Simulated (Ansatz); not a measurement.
The parent structure is CuPt (space group R-3m, No. 166; a = 2.7005 Å, c = 12.7347 Å (hexagonal axes); a cell from a computed database, its experimental status unchecked; relaxed with 0.1 eV smearing). Axes: x lies along a and z along c of the hexagonal cell.

Method: PBEsol (Ansatz, a program for electronic structure; PAW; 420 eV plane waves; without spin-orbit coupling).

Before the change:

| Item | Result |
|---|---|
| Pressure | 0.0 GPa |
| Shortest interatomic distance | 2.634 Å |

It is then changed as follows: the symmetric strain tensor [-0.0031 -0.0154 0.0040; -0.0154 -0.0082 0.0062; 0.0040 0.0062 -0.0140]; the atoms relax in the strained cell.

Problem. What happens to the energy relative to the base, pressure and shortest interatomic distance?

Solution. The energy goes up by 13 meV/atom; the pressure (mean of the normal stresses, compression positive) goes from zero to 6.5 GPa; the shortest interatomic distance shrinks by 0.057 Å (2.634 Å → 2.577 Å).

Whether these cells are dynamically stable was not tested. The final runs are not spin-polarised.
